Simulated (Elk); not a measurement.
# Input and output of a self-consistent single point for SiO2 (P4_2/mnm, 6 atoms in the cell) (Elk)

Computed with PBE, all-electron FP-LAPW, Elk's shipped species files, default APW+lo basis run with Elk.

Input as run:

```
tasks
  0

xctype
  20

stype
  0

swidth
  0.0001

maxscl
  100

scale
  1.889726125

avec
    4.1620530000    0.0000000000    0.0000000000
    0.0000000000    4.1620530000    0.0000000000
    0.0000000000    0.0000000000    2.6482390000

atoms
  2
  'Si.in'
  2
  0.5000000000  0.5000000000  0.5000000000    0.0 0.0 0.0
  0.0000000000  0.0000000000  0.0000000000    0.0 0.0 0.0
  'O.in'
  4
  0.6931600000  0.6931600000  0.0000000000    0.0 0.0 0.0
  0.3068400000  0.3068400000  0.0000000000    0.0 0.0 0.0
  0.8068400000  0.1931600000  0.5000000000    0.0 0.0 0.0
  0.1931600000  0.8068400000  0.5000000000    0.0 0.0 0.0

ngridk
  4 4 6
```

The program printed (abridged):

```
│ Elk code version 10.2.4 │

All units are atomic (Hartree, Bohr, etc.)

│ Ground-state run starting from atomic densities │

Lattice vectors :
   7.865140288       0.000000000       0.000000000
   0.000000000       7.865140288       0.000000000
   0.000000000       0.000000000       5.004446424

Unit cell volume      :    309.5772164
Brillouin zone volume :   0.8012547445

Muffin-tin inner radius fraction :   0.1000000000E-01

Nuclei treated as point charges

Species :    1 (Si)
 parameters loaded from : Si.in
 name : silicon
 nuclear charge    :   -14.00000000
 electronic charge :    14.00000000
 atomic mass :    51196.73454
 muffin-tin radius :    1.786436656
 number of radial points in muffin-tin :    397
 atomic positions (lattice), magnetic fields (Cartesian) :
   1 :   0.00000000  0.00000000  0.00000000    0.00000000  0.00000000  0.00000000
   2 :   0.50000000  0.50000000  0.50000000    0.00000000  0.00000000  0.00000000

Species :    2 (O)
 parameters loaded from : O.in
 name : oxygen
 nuclear charge    :   -8.000000000
 electronic charge :    8.000000000
 atomic mass :    29165.12202
 muffin-tin radius :    1.461629992
 number of radial points in muffin-tin :    297
 atomic positions (lattice), magnetic fields (Cartesian) :
   1 :   0.19316000  0.19316000  0.50000000    0.00000000  0.00000000  0.00000000
   2 :  -0.19316000 -0.19316000  0.50000000    0.00000000  0.00000000  0.00000000
   3 :   0.30684000 -0.30684000  0.00000000    0.00000000  0.00000000  0.00000000
   4 :  -0.30684000  0.30684000  0.00000000    0.00000000  0.00000000  0.00000000

Total number of atoms per unit cell :    6

Spin treatment :
 spin-unpolarised

Number of Bravais lattice symmetries :   16
Number of crystal symmetries         :   16
Crystal has inversion symmetry
Real symmetric eigensolver will be used

k-point grid :      4     4     6
k-point offset :    0.000000000       0.000000000       0.000000000
k-point set is reduced with full crystal symmetry group
Total number of k-points :       24

Muffin-tin radius times maximum |G+k| :    7.000000000
 using average radius
Maximum |G+k| for APW functions       :    4.458885913
Maximum (1/2)|G+k|²                   :    9.940831793
Maximum |G| for potential and density :    12.00000000
 potential will be trimmed for |G| > 2 gkmax
Constant for pseudocharge density :    5
Radial integration step length :    4

G-vector grid sizes :     32    32    20
Number of G-vectors :     9047

Maximum angular momentum used for
 APW functions                      :    8
 outer part of muffin-tin           :    6
 inner part of muffin-tin           :    1

Total nuclear charge    :   -60.00000000
Total core charge       :    28.00000000
Total valence charge    :    32.00000000
Total excess charge     :    0.000000000
Total electronic charge :    60.00000000

Effective Wigner radius, rₛ :    1.071954563

Number of empty states         :   24
Total number of valence states :   40
Total number of core states    :   28

Total number of local-orbitals :   28

Exchange-correlation functional :     20     0     0
 Perdew-Burke-Ernzerhof, Phys. Rev. Lett. 77, 3865 (1996)
 gradient requirement :    1
 generalised gradient approximation (GGA)

Smearing type :    0
 Gaussian
Smearing width :   0.1000000000E-03
Effective electronic temperature (K) :    31.57750248

Mixing type :    3
 Broyden mixing, J. Phys. A: Math. Gen. 17, L317 (1984)

Kohn-Sham potential initialised from atomic data

│ Self-consistent loop started │
│ Loop number : 1 │
 total energy                :     -891.893642413
│ Loop number : 2 │
 total energy                :     -891.734704829
RMS change in Kohn-Sham potential (target) :    1.889397833     (  0.1000000000E-05)
Absolute change in total energy (target)   :   0.1589375838     (  0.1000000000E-03)
│ Loop number : 3 │
 total energy                :     -891.203364414
RMS change in Kohn-Sham potential (target) :    1.782756535     (  0.1000000000E-05)
Absolute change in total energy (target)   :   0.5710748109     (  0.1000000000E-03)
│ Loop number : 4 │
 total energy                :     -885.878073484
RMS change in Kohn-Sham potential (target) :   0.7973989982     (  0.1000000000E-05)
Absolute change in total energy (target)   :    5.468059633     (  0.1000000000E-03)
│ Loop number : 5 │
 total energy                :     -882.903785653
RMS change in Kohn-Sham potential (target) :   0.2408161066     (  0.1000000000E-05)
Absolute change in total energy (target)   :    4.341302739     (  0.1000000000E-03)
│ Loop number : 6 │
 total energy                :     -881.878799419
RMS change in Kohn-Sham potential (target) :   0.5305840118E-01 (  0.1000000000E-05)
Absolute change in total energy (target)   :    2.110311919     (  0.1000000000E-03)
│ Loop number : 7 │
 total energy                :     -881.562201741
RMS change in Kohn-Sham potential (target) :   0.5090484342E-02 (  0.1000000000E-05)
Absolute change in total energy (target)   :   0.8441756584     (  0.1000000000E-03)
│ Loop number : 8 │
 total energy                :     -881.543996895
RMS change in Kohn-Sham potential (target) :   0.1499043981E-02 (  0.1000000000E-05)
Absolute change in total energy (target)   :   0.2292487603     (  0.1000000000E-03)
│ Loop number : 9 │
 total energy                :     -881.530319097
RMS change in Kohn-Sham potential (target) :   0.2998668415E-03 (  0.1000000000E-05)
Absolute change in total energy (target)   :   0.7098998774E-01 (  0.1000000000E-03)
│ Loop number : 10 │
 total energy                :     -881.529270869
RMS change in Kohn-Sham potential (target) :   0.1704266556E-03 (  0.1000000000E-05)
Absolute change in total energy (target)   :   0.1879572473E-01 (  0.1000000000E-03)
│ Loop number : 11 │
 total energy                :     -881.527949618
RMS change in Kohn-Sham potential (target) :   0.2047226237E-04 (  0.1000000000E-05)
Absolute change in total energy (target)   :   0.6020182433E-02 (  0.1000000000E-03)
│ Loop number : 12 │
 total energy                :     -881.527691252
RMS change in Kohn-Sham potential (target) :   0.5654717951E-05 (  0.1000000000E-05)
Absolute change in total energy (target)   :   0.1763411594E-02 (  0.1000000000E-03)
│ Loop number : 13 │
 total energy                :     -881.527553070
RMS change in Kohn-Sham potential (target) :   0.6038728874E-06 (  0.1000000000E-05)
Absolute change in total energy (target)   :   0.5790347176E-03 (  0.1000000000E-03)
│ Loop number : 14 │
 total energy                :     -881.527547825
RMS change in Kohn-Sham potential (target) :   0.2491490360E-06 (  0.1000000000E-05)
Absolute change in total energy (target)   :   0.1500038577E-03 (  0.1000000000E-03)
│ Loop number : 15 │
 total energy                :     -881.527548885
RMS change in Kohn-Sham potential (target) :   0.8844633796E-07 (  0.1000000000E-05)
Absolute change in total energy (target)   :   0.3644133960E-04 (  0.1000000000E-03)
Convergence targets achieved

│ Loop number : 16 │

Energies :
 Fermi                       :     0.326359527432
 sum of eigenvalues          :     -460.443316065
 electron kinetic            :      882.727845204
 core electron kinetic       :      804.172555916
 Coulomb                     :     -1687.61662530
 Coulomb potential           :     -1244.41836303
 nuclear-nuclear             :     -187.689326271
 electron-nuclear            :     -1755.43623503
 Hartree                     :      255.508936000
 Madelung                    :     -1065.40744379
 xc potential                :     -98.7527982387
 exchange                    :     -74.3915727177
 correlation                 :     -2.24719594738
 total energy                :     -881.527548763

Density of states at Fermi energy :   0.8346059463E-05
 (states/Hartree/unit cell)

Estimated indirect band gap :   0.2183485922
 from k-point      1 to k-point      1
Estimated direct band gap   :   0.2183485922
 at k-point      1

Charges :
 core                        :    28.00000000
 valence                     :    32.00000000
 interstitial                :    9.613370231
 muffin-tins (core leakage)
  species :    1 (Si)
   atom    1                 :    11.35631642     (  0.1082850998E-01)
   atom    2                 :    11.35631642     (  0.1082850998E-01)
  species :    2 (O)
   atom    1                 :    6.918499233     (  0.5847551354E-06)
   atom    2                 :    6.918499233     (  0.5847551354E-06)
   atom    3                 :    6.918499233     (  0.5847551354E-06)
   atom    4                 :    6.918499233     (  0.5847551354E-06)
 total in muffin-tins        :    50.38662977
 total calculated charge     :    59.97928598
 total charge                :    60.00000000
 error                       :   0.2071402252E-01

│ Self-consistent loop stopped │
```

The run converged in 16 iterations. The count includes the last loop, which Elk runs after its targets are met.

The starting cell comes from a database of computed structures (which also holds hypothetical and non-ambient phases and stackings), without a prior relaxation at this level. Its lattice was rescaled by a random factor within 2.5 % of one. Values depend on the basis (sphere radii, cutoffs, local orbitals), which need not be converged.
